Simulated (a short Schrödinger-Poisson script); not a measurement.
From a short Schrödinger-Poisson script (our own, NumPy): 1D Poisson equation in equilibrium, electrons quantum, Hartree (BenDaniel-Duke, 12 states a valley, the channel's in-plane mass for all, wave functions ending at the dielectric), parabolic valleys, classical holes, full ionisation, no traps, pinning or gate leakage.

Stack: MOS inversion layer, HfO2 on p-type Ge(100), at 300 K.

```
layer  material  thickness (nm)  Na (cm⁻³)
-----  --------  --------------  ---------
1          HfO2             9.5          -
2            Ge             240     2.9e18
```

Constants are typed, rounded textbook-type inputs, not results; the design itself was drawn at random and stands for no fabricated device. HfO2: permittivity 22, conduction-band edge (eV) 1.5, gap (eV) 5.7, electron mass (mₑ) 0.2. Ge: permittivity 16, conduction-band edge (eV) 0, gap (eV) 0.664, Nv at 300 K (cm⁻³) 6e18.

Channel valleys (confinement mass, in-plane density-of-states mass, number): L4 0.12, 0.295, 4. At the gate the conduction-band edge of layer 1 lies 1.66 eV − eVg above the Fermi level of the channel; the field vanishes at the back. Gaps are held at their typed values at every temperature. Mesh 0.03 nm at interfaces.

Gate and field steps stay those of the base.

One input was changed, with this effect: gate voltage at 1e11 electrons/cm² 0.79 → 0.84 V; capacitance at Vg = 1.3 V 1.52 → 1.46 μF/cm²; lowest subband against the Fermi level at Vg = 1.3 V 26.6 → 30.8 meV; sheet density of all electrons at Vg = 1.3 V 3.90e12 → 3.38e12 cm⁻².

Q: Which change was it?
(A) temperature 300 → 150 K
(B) confinement mass of the first valley 0.12 → 0.084 mₑ
(C) substrate doping 2.9e+18 → 5.8e+18 cm^-3
(D) dielectric thickness 9.5 → 5.7 nm

A: B, confinement mass of the first valley 0.12 → 0.084 mₑ

Only the L valleys are kept; under strong confinement the Δ valleys of Ge fill too.
